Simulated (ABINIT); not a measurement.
ABINIT is run on Cs2LiBiCl6 (P1, 10 atoms in the cell), and the run fails. The aim is a self-consistent single point with DFT, PBEsol, plane waves, norm-conserving pseudopotentials (PseudoDojo nc-sr-04 PBEsol standard).

Cell that was meant: a = 7.6053 Å, b = 7.6053 Å, c = 7.6053 Å, α = 60.00°, β = 60.00°, γ = 60.00°.

Part of the input:

```
# Cs2LiBiCl6, PseudoDojo nc-sr-04 PBEsol standard
pp_dirpath "./"
pseudos "Cl.upf, Bi.upf, Li.upf, Cs.upf"
acell 3*1.0 Angstrom
rprim
         0.0000000000    5.3777600000    5.3777600000
```

Output, abridged:

```
...

 abinit_abort: decision taken to exit. Check above messages for more info
Abort(13) on node 0 (rank 0 in comm 0): application called MPI_Abort(MPI_COMM_WORLD, 13) - process 0

--- !ERROR
src_file: m_chkinp.F90
src_line: 3967
mpi_rank: 0
message: |
    For pseudopotential 1  znucl from user input file=   5.5000E+01
    while znucl from pseudopotential file=  1.7000E+01
    Action: check znucl in input file, or check psp file. They must agree.
...

--- !ERROR
src_file: m_chkinp.F90
src_line: 3967
mpi_rank: 0
message: |
    For pseudopotential 2  znucl from user input file=   3.0000E+00
    while znucl from pseudopotential file=  8.3000E+01
    Action: check znucl in input file, or check psp file. They must agree.
...

--- !ERROR
src_file: m_chkinp.F90
src_line: 3967
mpi_rank: 0
message: |
    For pseudopotential 3  znucl from user input file=   8.3000E+01
    while znucl from pseudopotential file=  3.0000E+00
    Action: check znucl in input file, or check psp file. They must agree.
...

--- !ERROR
src_file: m_chkinp.F90
src_line: 3967
mpi_rank: 0
message: |
    For pseudopotential 4  znucl from user input file=   1.7000E+01
    while znucl from pseudopotential file=  5.5000E+01
    Action: check znucl in input file, or check psp file. They must agree.
...

--- !ERROR
src_file: m_chkinp.F90
src_line: 4226
mpi_rank: 0
message: |
    Checking consistency of input data against itself gave 4 inconsistencies.
    The details of the problems can be found above (or in output or log file), in an earlier WARNING.
    In parallel, the details might not even be printed there. Then, try running in sequential to see the details.
...
```

From the messages shown, name the fault and mend the input.

The fault is potential files assigned to the wrong elements; here the program stops on it instead of giving results. To fix it, match the files to the elements. The program stopped before any SCF iteration.

An input that runs soundly differs in these lines (not the only fix; some lines may just follow from the change or write a value another way):
```diff
-pseudos "Cl.upf, Bi.upf, Li.upf, Cs.upf"
+pseudos "Cs.upf, Li.upf, Bi.upf, Cl.upf"
```

With that input, the run converged in 19 iterations: free energy E − TS -6375.97 eV; top of the valence band (on the code's own zero) 0.62 eV; gap on the k-point mesh 3.77 eV; pressure -0.41 GPa; largest force (vector length) 0.915 eV/Å (DFT, PBEsol, plane waves, norm-conserving pseudopotentials (PseudoDojo nc-sr-04 PBEsol standard)).

On the sound input: the starting cell comes from a database of computed structures (which also holds hypothetical and non-ambient phases and stackings), without a prior relaxation at this level. Its atoms were displaced at random from the sites of space group no. 225. Spin-orbit coupling is off. The shifted mesh does not hold Γ, so a gap read on it misses any band edge there.
